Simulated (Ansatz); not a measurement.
Start from BeSe in the zinc blende structure (space group F-43m, No. 216).

```
CELL_PARAMETERS angstrom
      0.00000     2.58878     2.58878
      2.58878     0.00000     2.58878
      2.58878     2.58878     0.00000
ATOMIC_POSITIONS crystal
  Be 0.00000 0.00000 0.00000
  Se 0.25000 0.25000 0.25000
```

Cartesian axes are those of the cell as printed.

Computed with PBE (Ansatz, a program for electronic structure; PAW; 420 eV plane waves; no SOC).

Perturbation: the cell is scaled by 1.0050 in all directions; the atoms relax in the strained cell.

Task: Predict the stress tensor and what it implies for the stiffness.

Result: Stress of the strained cell less that of the base (GPa, compression positive):
```
  -1.09    0.00    0.00
   0.00   -1.09    0.00
   0.00    0.00   -1.09
```

Then B = −ΔP/(ΔV/V₀) with ΔV/V₀ = 0.0151 gives secant stiffness values (nonlinear terms included at this strain): B ≈ 72 GPa.

Stability against distortions was not tested.
